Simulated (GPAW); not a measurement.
Input and output of a self-consistent single point for SnTe (Fm-3m, 2 atoms in the cell) (GPAW).

Method: PBEsol, GPAW PAW datasets PBEsol (made by gpaw-setup) (plane waves; GPAW 25.7.0).

```
SnTe
1.0
    0.00000     3.12401     3.12401
    3.12401     0.00000     3.12401
    3.12401     3.12401     0.00000
Sn Te
1 1
Direct
  0.00000   0.00000   0.00000
  0.50000   0.50000   0.50000
```

Reference input (self-consistent single point, DFT PBE, plane waves, GPAW PAW datasets PBE (gpaw-data 1.0.1)): mode = pw; ecut = 600 eV; xc = PBE; kpts = 6 6 6; mesh shift (steps) = 0 0 0; occupations.name = methfessel-paxton; occupations.width = 0.136 eV; occupations.order = 0; nbands = -4; convergence.density = 1e-05 e/electron; convergence.bands = -2; symmetry.symmorphic = false. This run's input differs from it in these lines:

```diff
@@ -13,3 +13,3 @@
 calc = GPAW(mode=PW(600),
-            xc='PBE',
+            xc='PBEsol',
             kpts={'size': (6, 6, 6), 'gamma': True},
```

Its files differ too (potentials: GPAW PAW datasets PBEsol (made by gpaw-setup)).

Log, with long lists cut:

```
     iter     time        total  log10-change:
                         energy   eigst   dens
iter:   1 --:--:--    -8.628087   +0.36
iter:   2 --:--:--    -8.633656   -0.47  -1.53
iter:   3 --:--:--    -8.612164   -1.85  -1.56
iter:   4 --:--:--    -8.613228   -1.90  -1.71
iter:   5 --:--:--    -8.607173c  -2.85  -1.99
iter:   6 --:--:--    -8.605203c  -3.51  -2.27
iter:   7 --:--:--    -8.605210c  -4.36  -3.22
iter:   8 --:--:--    -8.605204c  -5.22  -3.22
iter:   9 --:--:--    -8.605197c  -6.19  -3.26
iter:  10 --:--:--    -8.605208c  -4.92  -3.25
iter:  11 --:--:--    -8.605207c  -5.32  -3.14
   [... lines left out ...]
iter:  18 --:--:--    -8.605206c  -7.22  -3.88
iter:  19 --:--:--    -8.605204c  -7.48c -4.00
iter:  20 --:--:--    -8.605202c  -6.90  -4.08
iter:  21 --:--:--    -8.605201c  -7.79c -4.28
iter:  22 --:--:--    -8.605202c  -7.56c -4.31
iter:  23 --:--:--    -8.605202c  -7.77c -4.50
iter:  24 --:--:--    -8.605202c  -9.02c -4.99
iter:  25 --:--:--    -8.605202c  -8.82c -4.89
iter:  26 --:--:--    -8.605201c  -7.91c -4.77
iter:  27 --:--:--    -8.605202c  -8.63c -4.86
iter:  28 --:--:--    -8.605202c -10.16c -4.93
iter:  29 --:--:--    -8.605202c  -9.18c -4.94
iter:  30 --:--:--    -8.605202c  -9.81c -5.09c
Converged after 30 iterations.

Dipole moment: (-0.000000, -0.000000, 0.000000) |e|*Ang

Energy contributions relative to reference atoms: (reference = -352647.811924)

Kinetic:        +13.603327
Potential:      -13.631898
External:        +0.000000
XC:              -8.695104
Entropy (-ST):   -0.001472
Local:           +0.119210
SIC:             +0.000000
--------------------------
Free energy:     -8.605938
Extrapolated:    -8.605202

Showing only first 2 kpts
 Kpt  Band  Eigenvalues  Occupancy
  0     8      4.40494    2.00000
  0     9      4.40494    2.00000
  0    10      9.99303    0.00000
  0    11      9.99303    0.00000

  1     8      3.88472    2.00000
  1     9      5.85796    2.00000
  1    10      7.51252    0.00000
  1    11     10.10287    0.00000

Fermi level: 6.65666

Gap: 0.230 eV
Transition (v -> c):
  (s=0, k=15, n=9, [0.50, 0.50, 0.50]) -> (s=0, k=15, n=10, [0.50, 0.50, 0.50])
No difference between direct/indirect transitions
Energy (eV): -8.605202

Forces in eV/Ang:
  0 Sn   -0.00000    0.00000   -0.00000
  1 Te    0.00000    0.00000    0.00000

Stress tensor:
    -0.004068    -0.000000     0.000000
    -0.000000    -0.004068     0.000000
     0.000000     0.000000    -0.004068
Stress (GPa, Voigt): [-0.6518 -0.6518 -0.6518  0.      0.     -0.    ]
```

The run converged in 30 iterations. GPAW prints stress with tension positive. Against the reference run the pressure goes from 3.37 to 0.65 GPa and the gap on the mesh goes from 0.186 to 0.230 eV.

The starting cell comes from a database of computed structures (which also holds hypothetical and non-ambient phases and stackings), without a prior relaxation at this level. Its lattice was rescaled by a random factor within 2.5 % of one. Spin-orbit coupling is off.
